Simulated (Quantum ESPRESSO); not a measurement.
## How a calculation on Ba6Mg7H26 (Immm, 39 atoms in the cell) responds to its settings

```
CELL_PARAMETERS angstrom
     -2.89899     5.96992     7.47199
      2.89899    -5.96992     7.47199
      2.89899     5.96992    -7.47199
ATOMIC_POSITIONS crystal
  Ba 0.40704 0.64754 0.75950
  Ba 0.59296 0.35246 0.24050
  Ba 0.88804 0.64754 0.24050
  Ba 0.11196 0.35246 0.75950
  Ba 0.14381 0.14381 0.00000
  Ba 0.85619 0.85619 0.00000
  Mg 0.28189 0.78189 0.50000
  Mg 0.71811 0.21811 0.50000
  Mg 0.75811 0.00000 0.75811
  Mg 0.24189 0.00000 0.24189
  Mg 0.50000 0.25412 0.75412
  Mg 0.50000 0.74588 0.24588
  Mg 0.00000 0.50000 0.50000
  H  0.36650 0.98511 0.84207
  H  0.63350 0.01489 0.15793
  H  0.14304 0.52443 0.15793
  H  0.85696 0.47557 0.84207
  H  0.63350 0.47557 0.61861
  H  0.36650 0.52443 0.38139
  H  0.85696 0.01489 0.38139
  H  0.14304 0.98511 0.61861
  H  0.88533 0.24980 0.13513
  H  0.11467 0.75020 0.86487
  H  0.11467 0.24980 0.36447
  H  0.88533 0.75020 0.63553
  H  0.66198 0.26388 0.92586
  H  0.33802 0.73612 0.07414
  H  0.33802 0.26388 0.60190
  H  0.66198 0.73612 0.39810
  H  0.64808 0.87320 0.77488
  H  0.35192 0.12680 0.22512
  H  0.09832 0.87320 0.22512
  H  0.90168 0.12680 0.77488
  H  0.41121 0.41121 0.00000
  H  0.58879 0.58879 0.00000
  H  0.41332 0.91332 0.50000
  H  0.58668 0.08668 0.50000
  H  0.12873 0.62873 0.50000
  H  0.87127 0.37127 0.50000
```

Base run A: PBEsol, GBRV 1.5 ultrasoft (PBESOL) pseudopotentials run with Quantum ESPRESSO, self-consistent single point.

Its settings: ecutwfc = 40 Ry; ecutrho = 200 Ry; occupations = smearing; smearing = fermi-dirac; degauss = 0.00147 Ry; potentials = {Ba: ba_pbesol_v1.uspp.F.UPF, Mg: mg_pbesol_v1.4.uspp.F.UPF, H: h_pbesol_v1.4.uspp.F.UPF}; K_POINTS = automatic 3 3 3 0 0 0; conv_thr = 1e-10 Ry; mixing_beta = 0.3.

The starting cell comes from a database of computed structures (which also holds hypothetical and non-ambient phases and stackings), without a prior relaxation at this level.

A dash stands where there is no value to compare (another energy zero or no entropy term, no result, no spin, no clean gap, or a mesh too coarse for one). 

Runs:
- B: vdw_corr: default → grimme-d3; dftd3_version: default → 3; dftd3_threebody: default → false [PBEsol-D3(0)]
- C: vdw_corr: default → grimme-d3; dftd3_version: default → 4; dftd3_threebody: default → false [PBEsol-D3(BJ)]
- D: vdw_corr: default → grimme-d3; dftd3_version: default → 4; dftd3_threebody: default → true [PBEsol-D3(BJ) with three-body term]

```
run  pressure (GPa)  largest force (eV/Å)  gap on the mesh (eV)  dispersion energy (eV/atom)
---  --------------  --------------------  --------------------  ---------------------------
A             -1.40                 0.127                 2.917                            –
B             -2.29                 0.120                 2.917                       -0.085
C             -3.03                 0.126                 2.917                       -0.131
D             -2.85                 0.125                 2.917                       -0.123
```

Run D against A: The pressure goes from -1.40 to -2.85 GPa, the largest force moves little (0.127 to 0.125 eV/Å) and the gap on the mesh stays at 2.917 eV.

Run B against A: The pressure goes from -1.40 to -2.29 GPa, the largest force goes from 0.127 to 0.120 eV/Å and the gap on the mesh stays at 2.917 eV.

Run C against A: The pressure goes from -1.40 to -3.03 GPa, the largest force hardly changes (0.127 to 0.126 eV/Å) and the gap on the mesh stays at 2.917 eV.
